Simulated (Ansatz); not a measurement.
For HgS (model structure, started from the WC type, P-6m2, No. 187, 2 atoms in the cell), PBEsol in Ansatz (plane waves, PAW) gives:

- lattice parameter a: 3.730 Å
- lattice parameter c: 3.457 Å

Question: What does PBE-D3(BJ) (plane waves, PAW; Ansatz, an electronic-structure program) give for the same quantities?

Answer: 
- lattice constant a: 3.749 Å (goes up by 0.5 %)
- lattice parameter c: 3.493 Å (grows by 1.0 %)

Changes are worked out from the printed values.

Unless a cell is named, each level is at its own relaxed cell (PBEsol 20.82, PBE-D3(BJ) 21.25 Å³/atom).

Levels without +SOC leave out spin–orbit coupling, which shifts energies and cells of such heavy elements.

Ansatz's density-functional and Hartree–Fock values are scalar-relativistic unless marked +SOC, with PAW data made under PBE.

A model structure was made by putting elements into a prototype or built by hand; it is no filed structure, need not be a known phase, and can be a saddle point held by its symmetry.
